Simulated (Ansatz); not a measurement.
Functionals compared on NH2 on the 1x1 (0001) surface of hcp Ti, one in a 2x2 cell, started at the site 'hollow Ti-Ti-Ti', in Ansatz (plane waves, PAW). The structure was relaxed with PBE; the other rows are single points on it, each with its references at the same level. Cutoff 420 eV (500 eV for r2SCAN).

Set-up: 19 atoms, 6.8 Å thick at the start under the adsorbate (thin: gaps and levels are the slab's own); mesh 6x6x1; 0.1 eV smearing; dipole correction on; 8 atoms held, the rest relaxed; start symmetry kept, larger cells not searched; no spin, no spin-orbit, no U, no dispersion correction. At the end it is bonded to 3 Ti. In PBE it is, or lies within 0.03 eV of, the lowest of the starts that converged. These notes are the PBE run's. Adsorption energies are against NH3(g) − ½ H2(g). A negative adsorption energy means that the adsorbate is more stable on the surface than in its reference.

```json
[
 {"functional": "PBE", "adsorption energy (eV)": "-1.50", "work function of the top face (eV)": "3.29", "change of the work function (eV)": "-1.10", "rough cost of the single point": "–"},
 {"functional": "RPBE", "adsorption energy (eV)": "-1.25", "work function of the top face (eV)": "3.19", "change of the work function (eV)": "-1.10", "rough cost of the single point": "about 80 core-seconds (a rough figure)"},
 {"functional": "r2SCAN", "adsorption energy (eV)": "-1.90", "work function of the top face (eV)": "3.31", "change of the work function (eV)": "-1.21", "rough cost of the single point": "very roughly 2.8 core-minutes"}
]
```

Ansatz is a program for electronic structure.
